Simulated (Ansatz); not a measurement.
## Effect of tensor shear ε_xz = +1.00 % on ZnS

Base system: ZnS in the wurtzite structure (space group P6_3mc, No. 186; a = 3.738 Å, c = 6.143 Å). Axes: x lies along a and z along c of the hexagonal cell.

The change: a pure shear with ε_xz = ε_zx = 0.0100; the atoms relax in the strained cell.

Level of theory: Ansatz (a first-principles code) LDA, spin-orbit coupling left out. Settings: 10×10×6 k-points, 0.05 eV Fermi–Dirac smearing.

```tsv
quantity	base	changed	shift
volume per atom	18.59 Å³	18.58 Å³	-0.002 Å³
space group	P6_3mc (No. 186)	Cc (No. 9)	–
shortest interatomic distance	2.293 Å	2.291 Å	-0.0025 Å
energy relative to the base (free energy F)	0 meV/atom	+0.7 meV/atom	+0.7 meV/atom
band gap	2.19 eV	2.17 eV	-0.02 eV
gap character	direct at Γ	direct at Γ	–
electron mass	0.15 mₑ along c, 0.18 mₑ across (at Γ)	0.15 mₑ along z, 0.18 mₑ across (at Γ)	–
valence-band top at Γ (three highest levels, from the VBM)	0.00, 0.00, -0.10 eV	0.00, -0.02, -0.13 eV	–
stress (xx, yy, zz, yz, xz, xy; compression positive)	–	(-0.02, 0.01, 0.00, 0.00, -0.61, 0.00) GPa	–
```

Masses are band curvatures over ±0.01 Å⁻¹ around the edge. Stability against distortions was not tested. Labels are those of the standard path for the cell's own space group.
